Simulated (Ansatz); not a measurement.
**HgSe: isotropic strain +1.00 %**

The reference is HgSe in the zinc blende structure (space group F-43m, No. 216; a = 6.260 Å).

Now apply this change: every lattice vector is stretched by 1.00 %; the atoms relax in the strained cell.

Method: Ansatz (a program for electronic structure) PBE, no SOC. k-mesh 13×13×13 (Γ-centred); smearing 0.05 eV (Fermi–Dirac).

The volume per atom increases by 0.93 Å³ (30.66 Å³ → 31.59 Å³) and the space group stays F-43m (No. 216). The shortest interatomic distance goes up by 0.027 Å to 2.738 Å and the energy grows by 3.5 meV/atom. The pressure goes from zero to -1.2 GPa and the band gap remains zero.

Cost of the whole job for the changed cell (relaxation, final SCF and bands): about 18 core-seconds (a rough figure).

With Hg present, leaving out spin-orbit coupling can change the band edges. Whether these cells are dynamically stable was not tested. The final runs are not spin-polarised. The zero or small gap of HgSe can change with the level of theory.
